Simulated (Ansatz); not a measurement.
## GaP (model structure, started from the BN type, Pm-3n, No. 223, 12 atoms in the cell)

These are r²SCAN+rVV10 (Ansatz, a program for electronic structure, PAW) values and carry that method's errors.

Run with plane-wave cutoff 560 eV, 6×6×6 k mesh, Fermi–Dirac smearing 0.01 eV, scalar-relativistic PAW data made under PBE.

Cell (relaxed at this level):

```xyz
12
Lattice="6.7009 0.0000 0.0000 0.0000 6.7009 0.0000 0.0000 0.0000 6.7009" Properties=species:S:1:pos:R:3 pbc="T T T"
Ga     1.6752     0.0000     3.3504
Ga     3.3504     1.6752     0.0000
Ga     3.3504     5.0257     0.0000
Ga     5.0257     0.0000     3.3504
Ga     0.0000     3.3504     5.0257
Ga     0.0000     3.3504     1.6752
P      1.6752     3.3504     0.0000
P      0.0000     1.6752     3.3504
P      0.0000     5.0257     3.3504
P      5.0257     3.3504     0.0000
P      3.3504     0.0000     5.0257
P      3.3504     0.0000     1.6752
```

For GaP (model structure, started from the BN type, Pm-3n, No. 223, 12 atoms in the cell), the band gap comes out as 1.04 eV (indirect), the smallest direct gap on the k points sampled comes out as 1.23 eV and the Γ–Γ gap is 1.31 eV.

Note: the relaxation could raise the start's symmetry but not lower it, so the cell can be a saddle point.

Spin–orbit coupling is not included.

Static lattice: no zero-point or thermal effects.

Cost on a shared machine: roughly 100 core-seconds.

A model structure was made by putting elements into a prototype or built by hand; it is no filed structure, need not be a known phase, and can be a saddle point held by its symmetry.
